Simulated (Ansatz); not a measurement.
The reference is Ti in the hcp (Mg type) structure (space group P6_3/mmc, No. 194; relaxed with 0.1 eV smearing).

```yaml
crystal:
  lattice:
    - [2.93978, 0.00000, 0.00000]
    - [-1.46989, 2.54592, 0.00000]
    - [0.00000, 0.00000, 4.65400]
  atoms:
    - { symbol: Ti, position: [0.66667, 0.33333, 0.75000] }
    - { symbol: Ti, position: [0.33333, 0.66667, 0.25000] }
```

Level of theory: PBE (Ansatz, an electronic-structure program; PAW; 420 eV plane waves; no spin-orbit coupling).

Base values:

| Item | Result |
|---|---|
| Pressure | 0.0 GPa |
| Band gap | zero |

One thing is altered: every lattice vector is shortened by 1.00 %, atoms relaxed at fixed cell.

Problem. What happens to the pressure, energy relative to the base and band gap?

Solution. The pressure (mean of the normal stresses, compression positive) goes from zero to 3.5 GPa; the energy goes up by 5.6 meV/atom; the band gap is still zero.

The cells carry an imposed strain or load. No phonon test of stability was made. All final runs are without spin polarisation.
